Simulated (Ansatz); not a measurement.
Take KBr in the rock salt structure (space group Fm-3m, No. 225; a = 6.705 Å) as the base.

Computed with PBE in Ansatz (plane waves to 420 eV, PAW, no SOC).

Strains are applied to the cell and any free atomic positions relax.

One change was made to it. Results:

| quantity | base | after |
|---|---|---|
| energy relative to the base (free energy F) | 0 meV/atom | +1.5 meV/atom |
| mean gap deformation potential ΔEg/Δln V | – | -2.6 eV |
| electron mass | 0.39 mₑ (at Γ) | 0.38 mₑ (at Γ) |

Question: What was done to the base?
A. isotropic strain −1.00 %
B. isotropic strain −2.50 %
C. isotropic strain +2.50 %
D. isotropic strain −2.00 %

Answer: A, isotropic strain −1.00 %. For comparison, the energy relative to the base in the other runs: isotropic strain −2.50 % gives +9.8 meV/atom; isotropic strain −2.00 % gives +6.2 meV/atom; isotropic strain +2.50 % gives +8.1 meV/atom.

Effective masses come from finite differences of ±0.01 Å⁻¹. Stability against distortions was not tested.

Ansatz is a first-principles code.
